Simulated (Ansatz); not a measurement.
**CdSe under load (space group P6_3mc): band-edge transport data**

Here is the system:

```xyz
4
Lattice="4.3374 0.0000 0.0000 -2.1687 3.7563 0.0000 0.0000 0.0000 6.8444" Properties=species:S:1:pos:R:3 pbc="T T T"
Cd     0.0000     2.5042    -0.0291
Cd     2.1687     1.2521     3.3931
Se     0.0000     2.5042     2.5958
Se     2.1687     1.2521     6.0180
```

Computed with PBE with spin-orbit coupling, rigid bands (plane waves, PAW; Ansatz, a quantum-chemistry and plane-wave program). Condition of this run: uniaxial stress along c of 1.4 GPa (compression positive) (the target of the relaxation). How the cell was made: cell and atoms relaxed with PBEsol, then loaded as said.

| Property | Result |
|---|---|
| band gap | 0.57 eV |
| electron conductivity mass (300 K, dilute) | 0.079 (x), 0.079 (y), 0.072 (z) mₑ |
| hole conductivity mass (300 K, dilute) | 1.20 (x), 1.20 (y), 0.49 (z) mₑ |
| effective density of states N_c (300 K) | 4.8e17 cm⁻³ |
| effective density of states N_v (300 K) | 1.6e19 cm⁻³ |
| density-of-states mass, electrons | 0.072 mₑ |
| density-of-states mass, holes | 0.73 mₑ |
| Seebeck coefficient, n-type 1e19 cm⁻³, 300 K | -53 μV/K |
| Seebeck coefficient, p-type 1e19 cm⁻³, 300 K | 295 μV/K |
| best p-type power factor at 300 K for τ = 10 fs (best axis; densities from 1e16 to 1e21 cm⁻³ tried, whether or not they can be reached) | 5.1 μW/(cm·K²) at 1e20 cm⁻³ |

Rigid bands; masses and Seebeck coefficients take one relaxation time τ for all states and one kind of carrier; polarons and phonon drag are left out. Geometry: cell and atoms relaxed with PBEsol.
